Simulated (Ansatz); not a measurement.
Ansatz (a quantum-chemistry and plane-wave program) run on Cu3Au (Pm-3m, 4 atoms in the cell): self-consistent single point.

Method: PBE (plane waves, PAW; Ansatz).

The change in words: lattice scaled by 0.98. Reference geometry:
```yaml
crystal:
  lattice:
    - [3.79387, 0.00000, 0.00000]
    - [0.00000, 3.79387, 0.00000]
    - [0.00000, 0.00000, 3.79387]
  atoms:
    - { symbol: Cu, position: [0.00000, 0.50000, 0.50000] }
    - { symbol: Cu, position: [0.50000, 0.00000, 0.50000] }
    - { symbol: Cu, position: [0.50000, 0.50000, 0.00000] }
    - { symbol: Au, position: [0.00000, 0.00000, 0.00000] }
```

Reference input (self-consistent single point, DFT, PBE, plane waves, default PAW files): kpoints.mp_grid.grid = 9 9 9; hamiltonian.xc = pbe; hamiltonian.pseudopotentials = {kind: paw} (the program's default PAW files); scf.occupations.method = gaussian; scf.occupations.width = 0.05 eV. This run's input differs from it in these lines:

```diff
@@ -2,5 +2,5 @@
   lattice:
-    - [3.793875, 0.000000, 0.000000]
-    - [0.000000, 3.793875, 0.000000]
-    - [0.000000, 0.000000, 3.793875]
+    - [3.717997, 0.000000, 0.000000]
+    - [0.000000, 3.717997, 0.000000]
+    - [0.000000, 0.000000, 3.717997]
   atoms:
```

The program printed (abridged):

```
SCF iter   1: F=—  HF=-33024.962503 eV  |F-HF|=—  |Δ(HF+E_count)|=         —  Δρ=1.38e-3  dr2=7.15e-4  ethr=1.77e-3  ⟨swp⟩=5.8  Hψ=5323  notcnv=0  defer=14
all-band conjugate gradients solve this SCF's bands
preconditioner: auto → Resta (q_TF=auto, 2.912 Å⁻¹)
SCF iter   2: F=—  HF=-33024.963076 eV  |F-HF|=—  |Δ(HF+E_count)|=   5.73e-4  Δρ=7.94e-4  dr2=3.02e-4  ethr=9.40e-7  ⟨swp⟩=2.3  Hψ=3249  notcnv=0  defer=41
SCF iter   3: F=—  HF=-33024.963151 eV  |F-HF|=—  |Δ(HF+E_count)|=   7.53e-5  Δρ=1.56e-4  dr2=1.91e-5  ethr=3.97e-7  ⟨swp⟩=2.0  Hψ=2124  notcnv=0  defer=41
SCF iter   4: F=—  HF=-33024.963126 eV  |F-HF|=—  |Δ(HF+E_count)|=   2.47e-5  Δρ=1.61e-4  dr2=7.92e-6  ethr=2.51e-8  ⟨swp⟩=2.3  Hψ=2535  notcnv=0  defer=41
SCF iter   5: F=—  HF=-33024.963123 eV  |F-HF|=—  |Δ(HF+E_count)|=   2.87e-6  Δρ=3.46e-5  dr2=4.96e-7  ethr=1.04e-8  ⟨swp⟩=2.3  Hψ=2472  notcnv=0  defer=41
SCF iter   6: F=-33024.963123 eV  HF=-33024.963123 eV  |F-HF|=5.76e-9  |Δ(HF+E_count)|=   1.19e-7  Δρ=1.07e-5  dr2=5.06e-8  ethr=1.32e-10  ⟨swp⟩=7.8  Hψ=6804  notcnv=0
SCF 1 converged in 6 iterations: F = -33024.963123 eV  dr2 = 5.06e-8
Free energy (F): -33024.963123 eV
Internal energy: -33024.962595 eV  (E = F + TS)
E sigma→0 (E₀):  -33024.962859 eV
Entropy (-TS):   -0.000528 eV (-0.132 meV/atom)
Fermi energy:    18.688371 eV
--- Forces (eV/Å), atoms counted from 1 ---
  atom   1  Cu     0.00000000    -0.00000000    -0.00000000
   [... zero for the other atoms too ...]
--- Stress (GPa, compression-positive) ---
        8.204732      -0.000000       0.000000
        0.000000       8.204732      -0.000000
        0.000000      -0.000000       8.204732
  P = ⅓ Tr σ = 8.2047 GPa (82.047 kbar)
  The stress holds the Pulay correction. Without it, at fixed plane waves, as pw.x and ABINIT print it: P = 8.0932 GPa
```

The run converged in 6 iterations. Against the reference run the free energy goes up by 15.5 meV/atom and the pressure goes from -1.44 to 8.20 GPa.

The starting cell has typed, rounded lattice constants, without a prior relaxation at this level. Its lattice was rescaled by a random factor within 2.5 % of one. For this run, on top of that: lattice scaled by 0.98. Spin polarisation is off. With a pressure of about 8 GPa the cell is away from its equilibrium volume at this level. Ansatz's pressure includes its estimate of the finite-basis (Pulay) stress.

Keys are those of Ansatz 0.2.
